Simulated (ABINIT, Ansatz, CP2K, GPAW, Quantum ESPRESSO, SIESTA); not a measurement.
# Ag (Fm-3m, 1 atom in the cell) computed with different codes at matched settings

Self-consistent single point.

```yaml
crystal:
  lattice:
    - [0.00000, 2.06080, 2.06080]
    - [2.06080, 0.00000, 2.06080]
    - [2.06080, 2.06080, 0.00000]
  atoms:
    - { symbol: Ag, position: [0.00000, 0.00000, 0.00000] }
```

All programs got the same cell, k-point mesh and kind of occupations (in Ansatz's words: kpoints.mp_grid.grid = 9 9 9; scf.occupations.method = gaussian; scf.occupations.width = 0.272 eV); potentials, basis and cutoffs are each program's usual ones.

| code | model | pressure (GPa) | k-points | cutoff |
|---|---|---|---|---|
| CP2K | PBE, GPW, DZVP-MOLOPT-SR-GTH basis, GTH-PBE potentials (GTH_POTENTIALS) | 2.77 | 365 | grid 500 Ry |
| SIESTA | GGA PBE, numerical atomic orbitals TZP, PseudoDojo PBE standard norm-conserving potentials (rewritten from UPF to PSML) | 0.11 | 365 | grid 350 Ry |
| Ansatz | PBE, default PAW files | 1.56 | 35 | default |
| ABINIT | PBE, norm-conserving pseudopotentials (PseudoDojo nc-sr-05 PBE standard) | 1.41 | 35 | 82 Ry |
| GPAW | PBE, GPAW PAW datasets PBE (gpaw-data 1.0.1) | 1.55 | 35 | 550 eV |
| Quantum ESPRESSO | PBE, PseudoDojo standard norm-conserving (PBE) pseudopotentials | 1.51 | 35 | 85 Ry |

The spread over the programs that give each value: pressure within 2.66 GPa.

The starting cell comes from a database of computed structures (which also holds hypothetical and non-ambient phases and stackings), without a prior relaxation at this level. Its lattice was rescaled by a random factor within 2.5 % of one.

Why do the programs differ, and what cannot be compared?

Differences of this kind can come from the potentials, where these differ, and from what each basis and cutoff leave unconverged. The valence holds different numbers of electrons (CP2K 11, SIESTA 19, Ansatz (a first-principles code) 19, ABINIT 19, GPAW 17, Quantum ESPRESSO 19). The zero of total energies and Fermi levels follows the potentials and each program's conventions, so they are not compared here. CP2K and SIESTA use small atom-centred bases, whose incompleteness enters pressures, forces and empty levels differently from a plane-wave cutoff. Ansatz's pressure is given at a fixed set of plane waves, as the other plane-wave codes print theirs; with its correction for the finite basis it is 1.63 GPa. The programs reduce the same mesh by symmetry to different extents, which changes the work and not the result. In the pressure, CP2K (by 1.23) and SIESTA (by 1.42) lie more than 1 GPa from the median of the plane-wave programs.

Left out of this page: Elk and FLEUR (not drawn, or without a comparable value).

Keys are those of Ansatz 0.2.
